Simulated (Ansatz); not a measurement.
Ansatz (a first-principles code) run on NbH₂ (I4mm, 3 atoms in the cell): self-consistent single point.

Method of the run: PBEsol, default PAW files made with PBE (plane waves; Ansatz).

```xyz
3
Lattice="0.0000 2.2960 2.2960 2.2960 0.0000 2.2960 2.2960 2.2960 0.0000" Properties=species:S:1:pos:R:3 pbc="T T T"
Nb     0.0000     0.0000     0.0500
H      1.1480     1.1480     1.1480
H      3.4440     3.4440     3.4440
```

Reference input (self-consistent single point, DFT, PBEsol, plane waves, default PAW files made with PBE): basis.ecutwfc = 30.9 Ry; kpoints.mp_grid.grid = 12 12 12; hamiltonian.xc = pbesol; hamiltonian.pseudopotentials = {kind: paw} (the program's default PAW files); scf.occupations.method = gaussian; scf.occupations.width = 0.0073 Ry. This run's input differs from it in these lines:

Ansatz 0.2 input:
```diff
@@ -14,3 +14,3 @@
   mp_grid:
-    grid: [12, 12, 12]
+    grid: [13, 13, 13]
 hamiltonian:
@@ -22,3 +22,3 @@
     method: gaussian
-    width: 0.0073 Ry
+    width: 0.022 Ry
 output:
```

Log, with long lists cut:

```
SCF iter   1: F=—  HF=-4527.686970 eV  |F-HF|=—  |Δ(HF+E_count)|=         —  Δρ=7.65e-3  dr2=9.04e-3  ethr=1.77e-3  ⟨swp⟩=5.2  Hψ=11837  notcnv=0
all-band conjugate gradients solve this SCF's bands
preconditioner: auto → none
SCF iter   2: F=—  HF=-4527.685256 eV  |F-HF|=—  |Δ(HF+E_count)|=   1.71e-3  Δρ=4.19e-3  dr2=2.94e-3  ethr=6.03e-5  ⟨swp⟩=1.0  Hψ=3931  notcnv=0
SCF iter   3: F=—  HF=-4527.684351 eV  |F-HF|=—  |Δ(HF+E_count)|=   9.05e-4  Δρ=2.56e-4  dr2=1.02e-5  ethr=1.96e-5  ⟨swp⟩=2.0  Hψ=2689  notcnv=0
SCF iter   4: F=—  HF=-4527.684351 eV  |F-HF|=—  |Δ(HF+E_count)|=   3.06e-7  Δρ=1.18e-4  dr2=2.50e-6  ethr=6.80e-8  ⟨swp⟩=2.2  Hψ=3541  notcnv=0
iter 5 did not close the SCF: its close was put off for the readings that it lacked (scf_convergence_deferred on its scf_iter line)
SCF iter   5: F=-4527.684351 eV  HF=-4527.684351 eV  |F-HF|=1.97e-8  |Δ(HF+E_count)|=   5.67e-7  Δρ=2.39e-5  dr2=6.23e-8  ethr=1.67e-8  ⟨swp⟩=2.2  Hψ=3624  notcnv=0
SCF iter   6: F=-4527.684351 eV  HF=-4527.684351 eV  |F-HF|=2.01e-9  |Δ(HF+E_count)|=  9.79e-10  Δρ=5.50e-6  dr2=3.47e-9  ethr=4.16e-10  ⟨swp⟩=2.2  Hψ=8683  notcnv=0
SCF 1 converged in 6 iterations: F = -4527.684351 eV  dr2 = 3.47e-9
Free energy (F): -4527.684351 eV
Internal energy: -4527.635869 eV  (E = F + TS)
E sigma→0 (E₀):  -4527.660110 eV
Entropy (-TS):   -0.048482 eV (-16.161 meV/atom)
Fermi energy:    14.668823 eV
--- Forces (eV/Å), atoms counted from 1 ---
  atom   1  Nb     0.00000000     0.00000000    -0.38781306
  atom   2  H      0.00000000     0.00000000     0.19390891
  atom   3  H      0.00000000    -0.00000000     0.19390891
--- Stress (GPa, compression-positive) ---
       -8.026939       0.000000       0.000000
        0.000000      -8.026939       0.000000
        0.000000       0.000000      -8.242146
  P = ⅓ Tr σ = -8.0987 GPa (-80.987 kbar)
  The stress holds the Pulay correction. Without it, at fixed plane waves, as pw.x and ABINIT print it: P = -8.2723 GPa
```

The run converged in 6 iterations. Against the reference run the free energy drops by 7.7 meV/atom, the pressure goes from -8.28 to -8.10 GPa and the largest force moves little (0.390 to 0.388 eV/Å). The full log also holds: “iter 5 did not close the SCF: its close was put off for the readings that it lacked (scf_convergence_deferred on its scf_iter line)”.

The starting cell comes from a database of computed structures (which also holds hypothetical and non-ambient phases and stackings), without a prior relaxation at this level. Its lattice was rescaled by up to half a per cent. One atom was moved a little off its site on purpose. Spin polarisation is off. With a pressure of about -8 GPa the cell is away from its equilibrium volume at this level. Ansatz's pressure includes its estimate of the finite-basis (Pulay) stress.
